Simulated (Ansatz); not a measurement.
Take LiH in the rock salt structure (space group Fm-3m, No. 225; a = 4.007 Å) as the base.

All numbers come from PBE/PAW in Ansatz (an electronic-structure program), spin-orbit coupling left out.

Base values:

| Quantity | Value |
|---|---|
| Volume per atom | 8.04 Å³ |
| Width of the top valence band | 5.44 eV |

Now apply this change: a negative pressure, −1 GPa.

Predict the new volume per atom, mean gap deformation potential ΔEg/Δln V and width of the top valence band.

The volume per atom goes up by 0.235 Å³ to 8.28 Å³; the mean gap deformation potential ΔEg/Δln V is +0.7 eV; the width of the top valence band falls by 0.109 eV (5.44 eV → 5.34 eV).

Load acts through the strain it causes; cell and atoms are relaxed under it. No phonon test of stability was made.
